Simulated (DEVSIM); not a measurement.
Structure: Si p-i-n diode, at 400 K.

Layer 1 from the left is Si, thickness (μm) 0.360, Na (cm⁻³) 1.6e19, τn (s) 5.8e-6, τp (s) 5.8e-6. Layer 2 from the left is Si, thickness (μm) 0.590, Nd (cm⁻³) 7.3e13, τn (s) 5.8e-6, τp (s) 5.8e-6. Layer 3 from the left is Si, thickness (μm) 0.930, Nd (cm⁻³) 1.9e18, τn (s) 5.8e-6, τp (s) 5.8e-6.

Left contact: ohmic. Right contact: ohmic. Voltage is applied to the left contact. Recombination: SRH at mid-gap. Mobility is μmin + (μ − μmin)/(1 + (N/Nref)^α).

The device is made up for the run: typed textbook-type constants, with dimensions and the other settings drawn at random. Values at 300 K; Nc and Nv go as T^1.5, mobilities as T to minus their exponent, the gap by Varshni's rule with the affinity fixed.

Si: gap (eV) 1.124, affinity (eV) 4.05, permittivity 11.7, Nc (cm⁻³) 2.86e19, Nv (cm⁻³) 3.1e19, μn (cm²/Vs) 1417, μp (cm²/Vs) 470, μn,min 52, μp,min 45, Nref,n 9.7e16, Nref,p 2.2e17, αn 0.68, αp 0.72, T exponent of μn 2.3, T exponent of μp 2.2, Varshni α (eV/K) 0.000473, Varshni β (K) 636.

Model (solved in DEVSIM): 1D drift-diffusion, Boltzmann statistics, complete ionisation; no tunnelling, impact ionisation, image-force lowering or self-heating.

Q: What does the simulation give for the potential step across the device at zero bias, the dark forward voltage at 1 A/cm², the dark forward voltage at 100 A/cm²?

A: potential step across the device at zero bias 0.950 V; dark forward voltage at 1 A/cm² 0.554 V; dark forward voltage at 100 A/cm² 0.714 V.
